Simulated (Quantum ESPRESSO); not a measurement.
Band structure of MoTe2 (P6_3/mmc, 6 atoms in the cell).

```
CELL_PARAMETERS angstrom
      3.54147     0.00000     0.00000
     -1.77074     3.06700     0.00000
      0.00000     0.00000    14.04516
ATOMIC_POSITIONS crystal
  Te 0.33333 0.66667 0.87900
  Te 0.66667 0.33333 0.37900
  Te 0.66667 0.33333 0.12100
  Te 0.33333 0.66667 0.62100
  Mo 0.33333 0.66667 0.25000
  Mo 0.66667 0.33333 0.75000
```

Level of theory: PBE, GBRV 1.5 ultrasoft (PBE) pseudopotentials (plane waves; Quantum ESPRESSO).

Settings: ecutwfc = 40 Ry; ecutrho = 320 Ry; occupations = smearing; smearing = fd; degauss = 0.0036749 Ry; potentials = {Te: te_pbe_v1.uspp.F.UPF, Mo: mo_pbe_v1.uspp.F.UPF}; K_POINTS = automatic 7 7 2 0 0 0; nbnd = 38; conv_thr = 1e-09 Ry; mixing_beta = 0.3.

The starting cell has typed, rounded lattice constants, without a prior relaxation at this level. Its lattice was rescaled by a random factor within 2.5 % of one. Spin-orbit coupling is off.

**Question.** Predict the gap along the standard path and the places of the band edges.

**Answer.** The gap along the path is 0.66 eV, from Γ to a point between K and Γ; the smallest direct gap on it is 1.01 eV.

Levels in eV from the top of the valence band on the SCF mesh, bands 23 to 30:
```json
[
 {"point": "Γ", "23": "-1.04", "24": "-1.03", "25": "-0.37", "26": "0.00", "27": "2.78", "28": "2.78", "29": "2.90", "30": "2.90"},
 {"point": "M", "23": "-1.04", "24": "-0.95", "25": "-0.66", "26": "-0.39", "27": "1.21", "28": "1.28", "29": "1.38", "30": "1.70"},
 {"point": "K", "23": "-1.86", "24": "-1.86", "25": "-0.30", "26": "-0.08", "27": "0.93", "28": "0.93", "29": "1.07", "30": "2.09"},
 {"point": "A", "23": "-1.06", "24": "-1.06", "25": "-0.09", "26": "-0.09", "27": "2.81", "28": "2.81", "29": "2.81", "30": "2.81"},
 {"point": "L", "23": "-0.97", "24": "-0.97", "25": "-0.52", "26": "-0.52", "27": "1.24", "28": "1.24", "29": "1.56", "30": "1.56"},
 {"point": "H", "23": "-2.02", "24": "-2.02", "25": "-0.21", "26": "-0.21", "27": "0.93", "28": "0.93", "29": "1.53", "30": "1.53"}
]
```
